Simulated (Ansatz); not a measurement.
## Hypothetical P-3m1 Ba3P2: pressure series

Consider Ba$_{3}$P$_{2}$ (space group P-3m1, No. 164; a = 5.460 Å, c = 6.949 Å; a hypothetical phase, not in the database extracts checked).

Cell and atoms are relaxed at each pressure.

Level of theory: plane-wave PAW DFT at the r2SCAN level (Ansatz, an electronic-structure program, 500 eV), no spin-orbit coupling.

Notes on the quantities. enthalpy: H = E + PV relative to the base's energy.

```csv
change,band gap,volume per atom,c/a ratio,enthalpy
base,0.60 eV,35.88 Å³,1.273,–
pressure −2 GPa,1.44 eV,40.92 Å³,1.623,-0.48 eV/atom
pressure −1 GPa,0.76 eV,37.16 Å³,1.303,-0.23 eV/atom
pressure 0.9 GPa,0.52 eV,34.97 Å³,1.260,+0.20 eV/atom
pressure 2.1 GPa,0.44 eV,33.95 Å³,1.251,+0.46 eV/atom
pressure 4.5 GPa,0.31 eV,32.28 Å³,1.239,+0.95 eV/atom
pressure 9 GPa,0.13 eV,29.96 Å³,1.229,+1.82 eV/atom
pressure 15 GPa,zero,27.72 Å³,1.224,+2.90 eV/atom
pressure 22.5 GPa,zero,25.65 Å³,1.225,+4.15 eV/atom
pressure 30 GPa,zero,23.98 Å³,1.238,+5.31 eV/atom
```

A case with no gap was solved on a k-mesh chosen for an insulator, which is coarse for it. Load acts through the strain it causes; cell and atoms are relaxed under it. Stability against distortions was not tested. No other phases were tried under pressure. All final runs are without spin polarisation. A zero or small gap of Ba3P2 under pressure 9 GPa, Ba3P2 under pressure 15 GPa, Ba3P2 under pressure 22.5 GPa and Ba3P2 under pressure 30 GPa can be the functional's error rather than a property of the material.
